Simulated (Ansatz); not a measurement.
The reference is ZrS2 in the fluorite structure (space group Fm-3m, No. 225; a = 6.1886 Å; a hypothetical phase, not in the database extracts checked).

Perturbation: hydrostatic tension (pressure −1 GPa).

Levels (all Ansatz, a first-principles code, PAW): PBEsol (420 eV, no SOC); r2SCAN (500 eV, no spin-orbit coupling).

The geometry is relaxed with PBEsol.

PBEsol band gap: zero
PBEsol gap character: absent
PBEsol pressure: -1.0 GPa

With r2SCAN at the same geometry, the electron mass (degenerate bands, along [100]) amounts to 0.11, 1.7 mₑ (at Γ); the band gap becomes 0.07 eV (PBEsol: zero); the gap character goes from absent to indirect, X → Γ; the pressure increases by 3.7 GPa, from -1.0 GPa to 2.7 GPa.

Single points use the geometry relaxed with PBEsol. Their cutoffs differ, which shifts pressures a little. Load acts through the strain it causes; cell and atoms are relaxed under it. Masses are band curvatures over ±0.01 Å⁻¹ around the edge. Whether these cells are dynamically stable was not tested. All final runs are without spin polarisation. A zero or small gap of ZrS2 can be the functional's error rather than a property of the material.
